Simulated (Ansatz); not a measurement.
# Effect of electrons 5.0×10^21 cm⁻³ on Ca3SbN

Start from Ca3SbN in the anti-perovskite structure (space group Pm-3m, No. 221; a = 4.803 Å; a cell from a computed database, its experimental status unchecked).

One thing is altered: 0.554 electrons added to each cell, a density of 5.0×10^21 cm⁻³, with a uniform compensating background at fixed cell and a 300 K Fermi–Dirac width.

Computed with PBEsol (Ansatz, a quantum-chemistry and plane-wave program), no spin-orbit coupling. Settings: 10×10×10 k-points, 0.0259 eV Fermi–Dirac smearing.

| quantity | base | changed | shift |
|---|---|---|---|
| gap between the host's bands | 0.33 eV | 0.39 eV | +0.06 eV |
| gap character | direct at Γ | direct at Γ | – |
| Fermi level relative to the doped band's edge (positive inside the band; to 0.05 eV) | – | +1.10 eV | – |

Final structure:

```
CELL_PARAMETERS angstrom
      4.80274     0.00000     0.00000
      0.00000     4.80274     0.00000
      0.00000     0.00000     4.80274
ATOMIC_POSITIONS crystal
  Ca 0.00000 0.50000 0.50000
  Ca 0.50000 0.00000 0.50000
  Ca 0.50000 0.50000 0.00000
  Sb 0.00000 0.00000 0.00000
  N  0.50000 0.50000 0.50000
```
Cell charge -0.553906.

Carriers are added with a uniform compensating background; total energy and stress of such cells depend on the potential's zero and are not compared; many-body gap narrowing is missing at this level. Spin-orbit coupling, missing from the scalar runs, can matter with Sb. No phonon test of stability was made.
